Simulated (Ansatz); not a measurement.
## Effect of biaxial strain +2.00 %, plane normal [001], relaxed out of plane on Re

Consider Re in the hcp (Mg type) structure (space group P6_3/mmc, No. 194; a = 2.752 Å, c = 4.440 Å; relaxed with 0.1 eV smearing). Axes: x lies along a and z along c of the hexagonal cell.

One thing is altered: tensile biaxial strain of 2.00 % in the plane normal to [001], as in epitaxy on a mismatched substrate; the out-of-plane cell vector and the atoms relax.

All numbers come from Ansatz (a program for electronic structure) PBEsol, no SOC. Γ-centred 24×24×13 mesh, Fermi–Dirac width 0.1 eV.

The volume per atom rises by 0.38 Å³ (14.56 Å³ → 14.94 Å³) and the space group is still P6_3/mmc (No. 194). The shortest interatomic distance falls by 0.012 bohr, from 5.159 bohr to 5.147 bohr and the pressure (mean of the normal stresses, compression positive) goes from zero to -8.9 GPa. The band gap stays zero and the out-of-plane strain amounts to -1.39 %. The mean in-plane stress (compression positive) is -13.4 GPa.

Final structure (turned so that z lies along the plane normal):

```
Re
1.0
    2.80693     0.00000     0.00000
    1.40346     2.43087     0.00000
    0.00000     0.00000     4.37817
Re
2
Direct
  0.66667   0.66667   0.75000
  0.33333   0.33333   0.25000
```

No phonon test of stability was made. The final runs are not spin-polarised.
